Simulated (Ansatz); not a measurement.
# A computed series for GaAs: carrier doping

The reference is GaAs in the zinc blende structure (space group F-43m, No. 216; a = 5.659 Å).

Carriers are added at fixed cell with a uniform background; the Fermi–Dirac width is that of 300 K.

The values are results of plane-wave PAW DFT at the PBEsol level (Ansatz, a quantum-chemistry and plane-wave program, 420 eV), scalar-relativistic without spin-orbit coupling, not measurements.

Candidates:
(a) holes 3.0×10^21 cm⁻³
(b) holes 2.0×10^21 cm⁻³
(c) electrons 3.0×10^21 cm⁻³

Notes on the quantities. Fermi level from band edge: Fermi level relative to the doped band's edge (positive inside the band; to 0.05 eV).

Order them by Fermi level from band edge, highest first.

(c) electrons 3.0×10^21 cm⁻³ (+1.10 eV), (a) holes 3.0×10^21 cm⁻³ (+0.55 eV), (b) holes 2.0×10^21 cm⁻³ (+0.40 eV)

Charged cell with a jellium background: band edges are those of the host's band count, energies are not comparable with the neutral cell, and many-body gap narrowing is missing. Stability against distortions was not tested.
